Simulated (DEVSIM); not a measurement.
System: illuminated GaSb p-on-n cell, one wavelength, at 350 K.

Layer 1 from the left is GaSb, thickness (μm) 0.490, Na (cm⁻³) 5.7e17, τn (s) 6.9e-10, τp (s) 1.9e-9, absorption coefficient (cm⁻¹) 36000. Layer 2 from the left is GaSb, thickness (μm) 0.660, Nd (cm⁻³) 1.6e16, τn (s) 1.1e-8, τp (s) 1.1e-8, absorption coefficient (cm⁻¹) 36000.

Left contact: ohmic, minority electron recombination velocity 30 cm/s. Right contact: ohmic, minority hole recombination velocity 10000 cm/s. Voltage is applied to the left contact. Recombination: SRH at mid-gap, radiative, Auger. Light enters at the left, 2.5e18 photons cm⁻² s⁻¹, one pass, no reflection. Mobility is μmin + (μ − μmin)/(1 + (N/Nref)^α).

Constants are typed, rounded textbook-type inputs, not results; the design itself was drawn at random and stands for no fabricated device. Values at 300 K; Nc and Nv go as T^1.5, mobilities as T to minus their exponent, the gap by Varshni's rule with the affinity fixed.

GaSb: gap (eV) 0.726, affinity (eV) 4.06, permittivity 15.7, Nc (cm⁻³) 2.1e17, Nv (cm⁻³) 1.8e19, μn (cm²/Vs) 5000, μp (cm²/Vs) 850, μn,min 1000, μp,min 190, Nref,n 2.8e17, Nref,p 9e17, αn 1.05, αp 0.65, T exponent of μn 2, T exponent of μp 1.7, B (cm³/s) 1e-10, Cn (cm⁶/s) 5e-30, Cp (cm⁶/s) 5e-30, Varshni α (eV/K) 0.00042, Varshni β (K) 140.

DEVSIM, 1D drift-diffusion, Boltzmann statistics, complete ionisation; no tunnelling, impact ionisation, image-force lowering or self-heating.

**Question.** What does the simulation give for the dark forward voltage at 1 A/cm², the potential step across the device at zero bias, the share of generated pairs collected at short circuit, the open-circuit voltage?

**Answer.** dark forward voltage at 1 A/cm² 0.286 V; potential step across the device at zero bias 0.511 V; share of generated pairs collected at short circuit 0.977; open-circuit voltage 0.255 V.
